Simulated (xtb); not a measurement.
xtb 6.7.1, GFN2-xTB: O[Si](O)(O)/C=C/[SiH3], 15 atoms. The geometry is a generated start, not checked to be a minimum at this level.

```yaml
method: GFN2-xTB
"--acc": 1 (default)
"--etemp (K)": 300 (default)
detailed input (--input): "none: ANC optimiser, Lindh (1995) Hessian, microcycle=20, maxdispl=1.0, hlow=0.01 (default)"
basis_functions: 48
valence_electrons: 42
```

```xyz
15

Si     2.6187     0.7994    -1.1099
C      0.9020     0.1246    -0.7477
C      0.2168     0.3102     0.3791
Si    -1.4939    -0.4120     0.7203
O     -2.3544    -0.5457    -0.6654
O     -1.4384    -1.9124     1.3533
O     -2.2211     0.5437     1.8163
H      3.1688     1.4418     0.0854
H      2.5335     1.7763    -2.2032
H      3.4902    -0.3020    -1.5294
H      0.4317    -0.4600    -1.5320
H      0.6771     0.8936     1.1670
H     -2.6788     0.2415    -1.0929
H     -1.2263    -2.6412     0.7789
H     -2.6259     0.1422     2.5803
```

The structure is relaxed from this start with --opt LEVEL for the levels crude, sloppy, loose, lax, normal, tight, vtight, extreme, once each. Up to the end of the extreme run atoms move by at most 0.40 Å along an axis.

Question: Choose the cheapest level whose final energy lies within 1 meV of that of extreme.

Answer: normal: 32 cycles against 52, ending 0.45 meV above.

| level | cycles | energy above the extreme run (meV) | gradient norm (eV/Å) |
|---|---|---|---|
| crude | 1 | 12 | 0.14 |
| sloppy | 1 | 12 | 0.14 |
| loose | 1 | 12 | 0.14 |
| lax | 2 | 11 | 0.064 |
| normal | 32 | 0.45 | 0.036 |
| tight | 39 | 0.050 | 0.014 |
| vtight | 44 | 0.023 | 0.0032 |
| extreme | 52 | — | 0.0024 |
